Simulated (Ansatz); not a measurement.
The starting structures come from a database of crystals and need not be the phases stable at ambient conditions.

# Evanescent states of Si (P6_3/mmc, 4 atoms a cell, 20.1 Å³ an atom) along the normal of (100)

Level of theory: r2SCAN (plane waves, PAW; Ansatz, a quantum-chemistry and plane-wave program).

No gap correction and no spin-orbit coupling; mid-gap is the computed energy nearest the middle.

Energies count from the valence-band top; κ is the least over a 8×6 mesh across the current.

```csv
E (eV),κ (1/Å),where
0.03,0.029,Γ
0.07,0.050,Γ
0.12,0.064,Γ
0.17,0.075,Γ
0.23,0.085,Γ
0.28,0.093,Γ
0.33,0.098,off Γ
0.38,0.089,off Γ
0.42,0.079,off Γ
0.47,0.067,off Γ
0.53,0.052,off Γ
0.57,0.030,off Γ
```

Q: How thick must the barrier be to attenuate the transmission by 10^8 when the electrodes' Fermi level lies at 0.53 eV, and what attenuation does that film give at 0.42 eV?

A: d = 8 ln 10 / (2 × 0.052) = 177.1 Å. At 0.42 eV it gives 8 × 0.079/0.052 = 12.2 decades.
